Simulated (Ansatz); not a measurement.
Functionals compared on the (30-32) surface of hcp Ru in its 1x1 cell, outermost plane spacing 0.74 Å in the ideal cut, in Ansatz (plane waves, PAW). The structure was relaxed with PBE; the other rows are single points on it, each with its references at the same level. Cutoff 420 eV (500 eV for r2SCAN).

Model: 30-atom slab, 10.3 Å thick at the start (thin: gaps and levels are the slab's own), 14x3x1 mesh, Fermi-Dirac 0.1 eV, dipole correction, all atoms relaxed; held to the start's symmetry, so lower structures may exist; no spin, no spin-orbit, no U. These notes are the PBE run's.

```csv
functional,surface energy (J/m²),work function of the top face (eV),rough cost of the single point
PBE,3.01,4.87,–
LDA,[?],[?],around 12 core-minutes (rough)
PBEsol,3.43,4.99,around 12 core-minutes (rough)
RPBE,2.76,4.70,around 12 core-minutes (rough)
r2SCAN,3.24,4.88,about 21 core-minutes (a rough figure)
```

Question: What belongs in the gaps?

Answer: 
- LDA, surface energy (J/m²): 3.60
- LDA, work function of the top face (eV): 5.22

Ansatz is a program for electronic structure.
